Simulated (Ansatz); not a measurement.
Base system: Ti in the hcp (Mg type) structure (space group P6_3/mmc, No. 194; a = 2.937 Å, c = 4.641 Å; relaxed with 0.1 eV smearing). Axes: x lies along a and z along c of the hexagonal cell.

All numbers come from Kohn–Sham DFT with the r2SCAN functional, run in Ansatz (a quantum-chemistry and plane-wave program) with PAW and 500 eV plane waves, no SOC, earlier PAW set.

Strains are applied to the cell and any free atomic positions relax.

One change was made to it. Results:

```csv
quantity,base,after
energy relative to the base (free energy F),0 meV/atom,0.0 meV/atom
band gap,zero,zero
```

Question: Which change produced these results?
A) uniaxial strain ε_zz = −1.63 %
B) strain tensor (xx, yy, zz, yz, xz, xy) = (−0.95, −0.45, +0.19, +0.62, +0.64, +0.56) %
C) uniaxial strain ε_yy = +0.21 %
D) isotropic strain +4.84 %

Answer: C, uniaxial strain ε_yy = +0.21 %. For comparison, the energy relative to the base in the other runs: isotropic strain +4.84 % gives +118 meV/atom; uniaxial strain ε_zz = −1.63 % gives +2.9 meV/atom; strain tensor (xx, yy, zz, yz, xz, xy) = (−0.95, −0.45, +0.19, +0.62, +0.64, +0.56) % gives +2.4 meV/atom.

No phonon test of stability was made. All final runs are without spin polarisation.
